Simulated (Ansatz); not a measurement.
## Hypothetical NiAs type TlF: pressure series

The parent structure is TlF in the NiAs type structure (space group P6_3/mmc, No. 194; a hypothetical phase, not in the database extracts checked).

```cif
data_F2Tl2
_chemical_formula_sum 'Tl2 F2'
_space_group_name_H-M_alt 'P63/mmc'
_space_group_IT_number 194
_space_group_name_Hall '-P 6c 2c'
_cell_length_a 3.75195
_cell_length_b 3.75195
_cell_length_c 6.88996
_cell_angle_alpha 90.000
_cell_angle_beta 90.000
_cell_angle_gamma 120.000
loop_
_atom_site_label
_atom_site_type_symbol
_atom_site_symmetry_multiplicity
_atom_site_Wyckoff_symbol
_atom_site_fract_x
_atom_site_fract_y
_atom_site_fract_z
_atom_site_occupancy
Tl1 Tl 2 a 0.00000 0.00000 0.00000 1
F1 F 2 c 0.33333 0.66667 0.25000 1
```

Cell and atoms are relaxed at each pressure.

Computed with PBEsol (Ansatz, a quantum-chemistry and plane-wave program; PAW; 420 eV plane waves; without spin-orbit coupling).

Computed cases, in order: pressure −2 GPa; pressure −1 GPa; 0 GPa (base); pressure 3 GPa; pressure 7 GPa; pressure 15 GPa; pressure 30 GPa; pressure 50 GPa; pressure 75 GPa; pressure 100 GPa.

Problem. Between which two neighbouring cases does the band gap open or close?

Solution. Between pressure 7 GPa (1.06 eV) and pressure 15 GPa (zero). The whole series: pressure −2 GPa: 1.93 eV; pressure −1 GPa: 1.91 eV; 0 GPa (base): 1.90 eV; pressure 3 GPa: 1.69 eV; pressure 7 GPa: 1.06 eV; pressure 15 GPa: zero; pressure 30 GPa: zero; pressure 50 GPa: zero; pressure 75 GPa: zero; pressure 100 GPa: zero.

The mesh was chosen for an insulator and is coarse for the gapless case. From pressure 15 GPa on, the axis ratios lie over 15 % from the base's, so the cell there is far from its starting form. With Tl present, leaving out spin-orbit coupling can change the band edges. Load acts through the strain it causes; cell and atoms are relaxed under it. No phonon test of stability was made. No other phases were tried under pressure. All final runs are without spin polarisation. The zero or small gap of TlF under pressure 15 GPa and TlF under pressure 30 GPa can change with the level of theory.
